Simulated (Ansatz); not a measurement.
Base system: FeBr3 in the ReO3 type structure (space group Pm-3m, No. 221; a = 5.067 Å; ferromagnetic; a hypothetical phase, not in the database extracts checked).

(Cell as relaxed with PBE.)

Levels (all Ansatz, a program for electronic structure, PAW): PBE (420 eV, scalar-relativistic without spin-orbit coupling); r2SCAN (500 eV, scalar-relativistic without spin-orbit coupling).

Each level relaxes its own structure.

| base | PBE | r2SCAN |
|---|---|---|
| volume per atom | 32.53 Å³ | 33.06 Å³ |
| lattice parameter a | 5.067 Å | 5.095 Å |
| band gap | zero | zero |
| largest site moment | 3.41 μB | 3.92 μB |

Now apply this change: full substitution Fe → Ni, then cell and atoms are relaxed.

| quantity | PBE | r2SCAN |
|---|---|---|
| largest site moment | 0.00 μB | (withheld) |
| magnetic state | non-magnetic | (withheld) |
| shortest interatomic distance | 2.461 Å | (withheld) |

Task: Predict the r2SCAN column.

Result: 
- largest site moment, r2SCAN: 1.41 μB
- magnetic state, r2SCAN: ferromagnetic
- shortest interatomic distance, r2SCAN: 2.491 Å

PBE's largest site moment lies 1.41 μB below r2SCAN's; they disagree on the magnetic state; PBE's shortest interatomic distance lies 0.030 Å below r2SCAN's (1.2 %). Neither level is exact; r2SCAN is the comparison here, not a measurement.

Whether these cells are dynamically stable was not tested. As relaxed here, NiBr3 is a hypothetical phase, not in the database extracts checked. Starting moments died away, wholly or in part, for Fe → Ni; another magnetic solution may exist. No Hubbard U is applied and the magnetic state is the run's own (NiBr3 non-magnetic; FeBr3 ferromagnetic; NiBr3 ferromagnetic); other magnetic orders, which need larger cells, were not tried and can change the gap. Spin-polarised in the final run: PBE base, r2SCAN NiBr3 and r2SCAN base; the other runs are not. An odd electron count without spin: NiBr3.
